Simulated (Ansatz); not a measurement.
Ge on the Si site + C vacancy (Ge_Si+V_C) in 4H silicon carbide: one set of geometries, relaxed with PBE, evaluated in Ansatz (PAW, plane waves to 420 eV, 500 eV under r2SCAN) with PBE, r2SCAN.

Cell and caveats: 96-site cell; 2×2×2 shifted k-points; start: the Si(k) site; C(h) 1.89 Å away; charged states image-corrected; finite-size errors of tenths of an eV; relaxed from one start, so a lower configuration may exist; flagged in the runs: a host whose relaxation on this sampling wasn't shown to rest.

```tsv
quantity	PBE	r2SCAN
host gap (eV)	2.23	…
ε(+2/+1) above the VBM (eV)	1.04	…
largest moment on one atom at charge +1 (μB)	0.06	…
largest moment on one atom at charge −1 (μB)	0.04	…
```

Problem. Given the lower rungs, what does r2SCAN give?

Solution. 
- host gap (eV), r2SCAN: 2.59
- ε(+2/+1) above the VBM (eV), r2SCAN: 1.18
- largest moment on one atom at charge +1 (μB), r2SCAN: 0.06
- largest moment on one atom at charge −1 (μB), r2SCAN: 0.05

Ansatz is a program for electronic structure.
